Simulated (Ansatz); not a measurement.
## A computed series for BeTe: response to strain

Start from BeTe in the zinc blende structure (space group F-43m, No. 216; a = 5.6568 Å). Axes: x, y, z lie along the cube axes.

Strains are applied to the cell and any free atomic positions relax.

Method: r2SCAN/PAW in Ansatz (an electronic-structure program), scalar-relativistic without spin-orbit coupling.

Notes on the quantities. energy relative to the base: free energy F.

| case | smallest direct gap | energy relative to the base | band gap | shortest interatomic distance |
|---|---|---|---|---|
| base | 4.04 eV | 0 meV/atom | 2.37 eV | 2.449 Å |
| tensor shear ε_xy = +0.86 % | 3.89 eV | +1.1 meV/atom | 2.28 eV | 2.442 Å |
| tensor shear ε_xy = +1.71 % | 3.73 eV | +4.3 meV/atom | 2.16 eV | 2.434 Å |
| tensor shear ε_xy = +0.57 % | 3.94 eV | +0.5 meV/atom | 2.32 eV | 2.444 Å |
| tensor shear ε_xy = +2.00 % | 3.68 eV | +5.9 meV/atom | 2.11 eV | 2.432 Å |
| tensor shear ε_xy = +1.14 % | 3.84 eV | +1.9 meV/atom | 2.25 eV | 2.439 Å |
| tensor shear ε_xy = +0.29 % | 3.99 eV | +0.1 meV/atom | 2.35 eV | 2.447 Å |
| tensor shear ε_xy = +1.43 % | 3.79 eV | +3.0 meV/atom | 2.20 eV | 2.437 Å |

Spin-orbit coupling, missing from the scalar runs, can matter with Te. Stability against distortions was not tested.
